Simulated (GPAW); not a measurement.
Worked example: self-consistent single point of NiS (R3m, 6 atoms in the cell) in GPAW

Method: LDA (Perdew-Wang 92), GPAW PAW datasets LDA (gpaw-data 1.0.1) (plane waves; GPAW 25.7.0).

The input file:

```python
from ase import Atoms
from ase.units import GPa
from gpaw import GPAW

atoms = Atoms(['Ni', 'Ni', 'Ni', 'S', 'S', 'S'],
              cell=[[4.788256, 2.764501, 1.050114],
                    [-4.788256, 2.764501, 1.050114],
                    [0.000000, -5.529002, 1.050114]],
              scaled_positions=[[0.659640, 0.396890, 0.396890],
                                [0.396890, 0.659640, 0.396890],
                                [0.396890, 0.396890, 0.659640],
                                [0.783490, 0.119265, 0.119265],
                                [0.119265, 0.783490, 0.119265],
                                [0.119265, 0.119265, 0.783490]],
              pbc=True)

calc = GPAW(mode={'name': 'pw', 'ecut': 850},
            xc='LDA',
            kpts=(7, 7, 7),
            occupations={'name': 'fermi-dirac', 'width': 0.136},
            nbands=-14,
            symmetry={'symmorphic': False, 'tolerance': 0.0005},
            maxiter=100,
            txt='-')

atoms.calc = calc

energy = atoms.get_potential_energy()
print('Energy (eV):', round(energy, 6))
forces = atoms.get_forces()
print('Forces (eV/Ang):')
print(forces.round(5))
stress = atoms.get_stress()
print('Stress (GPa, Voigt):', (stress / GPa).round(4))
```

Log, with long lists cut:

```
Input parameters:
  kpts: [7 7 7]
  maxiter: 100
  mode: {ecut: 850,
         name: pw}
  nbands: -14
  occupations: {name: fermi-dirac,
                width: 0.136}
  symmetry: {symmorphic: False,
             tolerance: 0.0005}

species:
  Ni:
    name: Nickel
    Z: 28.0
    valence: 16
    core: 12
    charge: 0.0
    file: Ni.LDA.gz

    # Using partial waves for Ni as LCAO basis

  S:
    name: Sulfur
    Z: 16.0
    valence: 6
    core: 10
    charge: 0.0
    file: S.LDA.gz

    # Using partial waves for S as LCAO basis

Reference energy: -156375.539440  # eV

Spin-paired calculation

Convergence criteria:
 Maximum [total energy] change in last 3 cyles: 0.0005 eV / valence electron
 Maximum integral of absolute [dens]ity change: 0.0001 electrons / valence electron
 Maximum integral of absolute [eigenst]ate change: 4e-08 eV^2 / valence electron
 Maximum number of scf [iter]ations: 100

Symmetries present (total): 6
Symmetries with fractional translations: 0
343 k-points: 7 x 7 x 7 Monkhorst-Pack grid
44 k-points in the irreducible part of the Brillouin zone
       k-points in crystal coordinates                weights
   0:     0.00000000    0.00000000    0.00000000          1/343
   1:     0.14285714    0.00000000   -0.14285714          6/343
   2:     0.14285714    0.00000000    0.00000000          6/343
   [... 7 lines left out ...]
          ...
  43:     0.42857143    0.42857143    0.42857143          2/343

Wave functions: Plane wave expansion
  Cutoff energy: 850.000 eV
  Number of coefficients (min, max): 4672, 4727
  Pulay-stress correction: 0.000000 eV/Ang^3 (de/decut=0.000000)

Occupation numbers: Fermi-Dirac:
  width: 0.1360  # eV

Eigensolver

Densities:
  Coarse grid: 40*40*40 grid
  Fine grid: 80*80*80 grid
  Total Charge: 0.000000

Density mixing:
  Method: separate
  Backend: pulay
  Linear mixing parameter: 0.05
  old densities: 5
  Damping of long wavelength oscillations: 50

Hamiltonian:
  XC and Coulomb potentials evaluated on a 80*80*80 grid
  External potential:
    NoExternalPotential

Number of atoms: 6
Number of atomic orbitals: 48
Number of bands in calculation: 47
Number of valence electrons: 66
Bands to converge: occupied

Density initialized from atomic densities
  47 bands from LCAO basis set

Atomic positions and initial magnetic moments

Positions:
   0 Ni     1.258114    0.726373    1.526257    ( 0.0000,  0.0000,  0.0000)
   1 Ni    -1.258114    0.726373    1.526257    ( 0.0000,  0.0000,  0.0000)
   2 Ni     0.000000   -1.452745    1.526257    ( 0.0000,  0.0000,  0.0000)
   3 S      3.180479    1.836251    1.073238    ( 0.0000,  0.0000,  0.0000)
   4 S     -3.180479    1.836251    1.073238    ( 0.0000,  0.0000,  0.0000)
   5 S     -0.000000   -3.672501    1.073238    ( 0.0000,  0.0000,  0.0000)

Unit cell:
           periodic     x           y           z      points  spacing
  1. axis:    yes    4.788256    2.764501    1.050114    40     0.0736
  2. axis:    yes   -4.788256    2.764501    1.050114    40     0.0736
  3. axis:    yes    0.000000   -5.529002    1.050114    40     0.0736

  Lengths:   5.627842   5.627842   5.627842
  Angles:  116.601005 116.601005 116.601003

Effective grid spacing dv^(1/3) = 0.1092

     iter     time        total  log10-change:
                         energy   eigst   dens
iter:   1 --:--:--   -43.496130
iter:   2 --:--:--   -42.719867   -0.28  -1.39
iter:   3 --:--:--   -42.136395   -0.88  -1.48
iter:   4 --:--:--   -42.113809   -1.62  -1.61
iter:   5 --:--:--   -42.081357   -2.17  -1.79
iter:   6 --:--:--   -42.043710   -2.79  -2.17
iter:   7 --:--:--   -42.036393   -3.40  -2.47
iter:   8 --:--:--   -42.042329c  -3.19  -2.69
iter:   9 --:--:--   -42.034991c  -3.58  -2.55
iter:  10 --:--:--   -42.035001c  -4.26  -3.35
iter:  11 --:--:--   -42.034951c  -4.88  -3.26
iter:  12 --:--:--   -42.034905c  -5.98  -3.87
iter:  13 --:--:--   -42.034904c  -6.86  -4.02c
iter:  14 --:--:--   -42.034887c  -7.14  -4.21c
iter:  15 --:--:--   -42.034886c  -6.97  -4.48c
iter:  16 --:--:--   -42.034885c  -8.30c -4.51c

Converged after 16 iterations.

Dipole moment: (0.000000, -0.000000, -7.769075) |e|*Ang

Energy contributions relative to reference atoms: (reference = -156375.539440)

Kinetic:        +27.071068
Potential:      -20.281391
External:        +0.000000
XC:             -49.163245
Entropy (-ST):   -0.207879
Local:           +0.442623
SIC:             +0.000000
--------------------------
Free energy:    -42.138824
Extrapolated:   -42.034885

Showing only first 2 kpts
 Kpt  Band  Eigenvalues  Occupancy
  0    31      7.64346    1.67718
  0    32      8.62760    0.00745
  0    33      8.62779    0.00744
  0    34      8.83108    0.00167

  1    31      7.44861    1.91217
  1    32      8.42299    0.03312
  1    33      8.59850    0.00922
  1    34      8.85942    0.00136

Fermi level: 7.86756

No gap
No difference between direct/indirect transitions
Energy (eV): -42.034885

Forces in eV/Ang:
  0 Ni   -0.01730   -0.00999   -0.13604
  1 Ni    0.01730   -0.00999   -0.13604
  2 Ni    0.00000    0.01997   -0.13604
  3 S     0.05110    0.02950    0.13441
  4 S    -0.05110    0.02950    0.13441
  5 S    -0.00000   -0.05901    0.13441

Stress tensor:
     0.061719     0.000000     0.000000
     0.000000     0.061719     0.000000
     0.000000     0.000000     0.060562
Stress (GPa, Voigt): [9.8884 9.8884 9.7031 0.     0.     0.    ]
```

The run converged in 16 iterations. GPAW prints stress with tension positive.

The starting cell comes from a database of computed structures (which also holds hypothetical and non-ambient phases and stackings), without a prior relaxation at this level. Its lattice was rescaled by a random factor within 2.5 % of one. Spin polarisation is off, so a magnetic state, if there is one, cannot be reached. With a pressure of about -10 GPa the cell is away from its equilibrium volume at this level.

Cost on one core of a shared machine: roughly 6 min.
